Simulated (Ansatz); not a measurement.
Consider SiC in the zinc blende structure (space group F-43m, No. 216; a = 4.380 Å).

Calculations: Kohn–Sham DFT with the PBE functional, run in Ansatz (a program for electronic structure) with PAW and 420 eV plane waves, no spin-orbit coupling.

Before the change:

| Property | Result |
|---|---|
| Smallest direct gap | 4.53 eV |
| Electron mass | 0.68 mₑ along k, 0.23 mₑ across (at X) |

It is then changed as follows: an isotropic linear strain of −3.00 %; the atoms relax in the strained cell.

Task: What happens to the smallest direct gap, electron mass and energy relative to the base?

Result: The smallest direct gap goes up by 0.09 eV to 4.62 eV; the electron mass changes from 0.68 mₑ along k, 0.23 mₑ across (at X) to 0.65 mₑ along k, 0.22 mₑ across (at X); the energy grows by 62 meV/atom.

Masses are band curvatures over ±0.01 Å⁻¹ around the edge. Along k means along the line from Γ to the band edge. Whether these cells are dynamically stable was not tested.
